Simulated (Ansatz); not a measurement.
An ideal cubic perovskite cell is held by its symmetry; such compounds can tilt or shift off centre at room temperature.

Tunnelling through a barrier is set by its complex band structure: the current falls as exp(−2κd) with the smallest κ.

Data:

```
CsPbCl3
1.0
    5.66827     0.00000     0.00000
    0.00000     8.01614     0.00000
    0.00000     4.00807     4.00807
Cs Pb Cl
1 1 3
Direct
  0.00000   0.00000   0.00000
  0.50000   0.50000   0.00000
  0.50000   0.00000   0.50000
  0.50000   0.50000   0.50000
  0.00000   0.50000   0.00000
```

Space group of this cell: Pm-3m, cubic perovskite. The cell was relaxed by PBE-D3(BJ).

Transport runs along the normal of the first two printed cell vectors, the (110) plane of the conventional cell.

No gap correction and no spin-orbit coupling; mid-gap values are interpolated between computed energies.

**Question.** Predict the band gap and the smallest decay constant κ at mid-gap from r2SCAN in Ansatz (a first-principles code).

**Answer.** Gap 2.45 eV on a 8×8×8 mesh; κ = 0.172 1/Å, at (0.500, 0.000) of the in-plane reciprocal vectors. At the zone centre, at the nearest computed energy, the slowest state has κ = 0.23 1/Å.
